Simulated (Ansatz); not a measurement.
# BAs under a change: isotropic strain +0.54 %

Take BAs in the zinc blende structure (space group F-43m, No. 216; a = 4.768 Å) as the base.

The change: every lattice vector is stretched by 0.54 %, atoms relaxed at fixed cell.

Calculations: PBEsol, PAW, 420 eV (Ansatz, a quantum-chemistry and plane-wave program; no SOC), earlier PAW set. k-mesh 12×12×12 (Γ-centred); smearing 0.05 eV (Fermi–Dirac).

| quantity | base | changed | shift |
|---|---|---|---|
| volume per atom | 13.55 Å³ | 13.77 Å³ | +0.22 Å³ |
| space group | F-43m (No. 216) | F-43m (No. 216) | – |
| energy relative to the base (free energy F) | 0 meV/atom | +1.5 meV/atom | +1.5 meV/atom |
| pressure | 0.0 kbar | -21.9 kbar | -21.9 kbar |
| band gap | 1.08 eV | 1.10 eV | +0.02 eV |
| gap character | indirect, Γ → Γ–X (82 % along) | indirect, Γ → Γ–X (82 % along) | – |
| smallest direct gap | 3.25 eV | 3.23 eV | -0.02 eV |
| mean gap deformation potential ΔEg/Δln V | – | +1.0 eV | – |
| width of the top valence band | 5.27 eV | 5.18 eV | -0.09 eV |
| electron mass | 1.1 mₑ along k, 0.21 mₑ across (off the special points) | 1.1 mₑ along k, 0.21 mₑ across (off the special points) | – |
| hole mass (degenerate bands, along [100]) | 0.23 mₑ (at Γ) | 0.22, 0.23, 0.23 mₑ (at Γ) | – |
| valley order (the lowest conduction-band minima on the path, energy above the VBM, named in the base's zone) | a point along ⟨100⟩, about 1.1 Å⁻¹ from Γ 1.08 eV; L along ⟨111⟩ 2.68 eV | a point along ⟨100⟩, about 1.1 Å⁻¹ from Γ 1.10 eV; L along ⟨111⟩ 2.59 eV | – |

Effective masses come from finite differences of ±0.01 Å⁻¹. Along k means along the line from Γ to the band edge. No phonon test of stability was made.
